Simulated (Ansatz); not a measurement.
## Quick settings and what they miss: SiNi (Pnma, 8 atoms in the cell)

Self-consistent single point.

```yaml
crystal:
  lattice:
    - [5.21918, 0.00000, 0.00000]
    - [0.00000, 3.37145, 0.00000]
    - [0.00000, 0.00000, 5.65388]
  atoms:
    - { symbol: Si, position: [0.82109, 0.75000, 0.58232] }
    - { symbol: Si, position: [0.17891, 0.25000, 0.41768] }
    - { symbol: Si, position: [0.67891, 0.25000, 0.08232] }
    - { symbol: Si, position: [0.32109, 0.75000, 0.91768] }
    - { symbol: Ni, position: [0.50795, 0.25000, 0.68852] }
    - { symbol: Ni, position: [0.49205, 0.75000, 0.31148] }
    - { symbol: Ni, position: [0.99205, 0.75000, 0.18852] }
    - { symbol: Ni, position: [0.00795, 0.25000, 0.81148] }
```

Computed with PBE (plane waves, PAW; Ansatz, a quantum-chemistry and plane-wave program).

Base settings: basis.ecutwfc = 420 eV; kpoints.mp_grid.grid = 5 8 5; hamiltonian.xc = pbe; hamiltonian.pseudopotentials = {kind: paw} (the program's default PAW files); scf.occupations.method = gaussian; scf.occupations.width = 0.2 eV.

Tight run (finer mesh or higher cutoff; not a proven limit): basis.ecutwfc: 420 eV → 590 eV; kpoints.mp_grid.grid: 5 8 5 → 7 11 7; scf.convergence.dr2_threshold: default (1e-07 eV) → 1e-09 eV. It gave Fermi level (on the code's own zero) 14.22 eV; pressure -2.86 GPa; largest force (vector length) 0.046 eV/Å.

Quick runs, as changes from the base:
- A: the base itself
- B: basis.ecutwfc: 420 eV → 295 eV; kpoints.mp_grid.grid: 5 8 5 → 4 4 4; hamiltonian.xc: pbe → lda; scf.occupations.method: gaussian → methfessel_paxton; scf.occupations.width: 0.2 eV → 0.136 eV; kpoints.mp_grid.shift: default → 0.5 0.5 0.5 [LDA (PW92)]
- C: basis.ecutwfc: 420 eV → 210 eV; kpoints.mp_grid.grid: 5 8 5 → 8 8 8
- D: basis.ecutwfc: 420 eV → 295 eV; kpoints.mp_grid.grid: 5 8 5 → 8 8 8
- E: basis.ecutwfc: 420 eV → 250 eV; kpoints.mp_grid.grid: 5 8 5 → 6 6 6; scf.convergence.dr2_threshold: default (1e-07 eV) → 0.001 eV
- F: basis.ecutwfc: 420 eV → 210 eV; kpoints.mp_grid.grid: 5 8 5 → 4 4 4; hamiltonian.xc: pbe → lda; scf.convergence.dr2_threshold: default (1e-07 eV) → 0.001 eV [LDA (PW92)]

Energies are extrapolated to zero smearing width, which holds to low order in the width alone.

Dashes: energy of B, F, another energy zero.

† marks runs with another functional, U, potentials or spin treatment: their distance from the tight run is not a convergence error alone.

The count of work is k-points × plane waves × bands × iterations; it is no time. 

Pressures in the table are Ansatz's without its Pulay estimate, at a fixed set of plane waves; the tight run's value above holds the estimate.

The starting cell comes from a database of computed structures (which also holds hypothetical and non-ambient phases and stackings), without a prior relaxation at this level. Its lattice was rescaled by a random factor within 2.5 % of one. Spin polarisation is off.

```
run  energy less tight (meV/atom)  pressure less tight (GPa)  largest miss in a force vector (eV/Å)  count of work / tight
---  ----------------------------  -------------------------  -------------------------------------  ---------------------
A                             2.2                      -0.07                                  0.016                   0.24
B†                              –                     -32.50                                  0.159                  0.026
C                          5334.5                    -336.88                                  0.161                   0.27
D                           202.8                     -21.62                                  0.026                   0.41
E                          1260.2                     -99.48                                  0.108                   0.14
F†                              –                    -347.69                                  0.133                  0.043
```

Among the runs at the tight run's level, the energy misses run from 2.2 to 5334.5 meV/atom.

Keys are those of Ansatz 0.2.
